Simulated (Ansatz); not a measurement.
The parent structure is HfO$_{2}$ (space group Pca2_1, No. 29; a = 5.228 Å, b = 5.017 Å, c = 5.042 Å). Axes: x, y, z lie along a, b, c of the conventional cell.

Level of theory: Ansatz (a program for electronic structure) PBEsol, spin-orbit coupling left out.

The change: uniaxial strain ε_yy = +2.46 %, all other strain components held at zero, atoms relaxed at fixed cell.

**Question.** What happens to the stress and largest internal atomic displacement?

**Answer.** The stress (xx, yy, zz, yz, xz, xy; compression positive) comes out as (-3.38, -9.71, -3.07, 0.00, 0.00, 0.00) GPa; the largest internal atomic displacement comes out as 0.036 Å.

No phonon test of stability was made. This is not the structure that HfO2 has at room temperature and ambient pressure.
